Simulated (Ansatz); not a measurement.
Start from Re in the hcp (Mg type) structure (space group P6_3/mmc, No. 194; relaxed with 0.1 eV smearing).

```
CELL_PARAMETERS angstrom
      2.75189     0.00000     0.00000
     -1.37595     2.38321     0.00000
      0.00000     0.00000     4.44007
ATOMIC_POSITIONS crystal
  Re 0.66667 0.33333 0.75000
  Re 0.33333 0.66667 0.25000
```

Computed with PBEsol (Ansatz, a quantum-chemistry and plane-wave program), no spin-orbit coupling.

For the base:

The pressure is 0.0 GPa.

Modification: every lattice vector is shortened by 2.50 %; the atoms relax in the strained cell.

Q: Estimate the effect on the energy relative to the base and pressure.

A: The energy goes up by 109 meV/atom; the pressure (mean of the normal stresses, compression positive) goes from zero to 35.0 GPa.

Whether these cells are dynamically stable was not tested. The final runs are not spin-polarised.
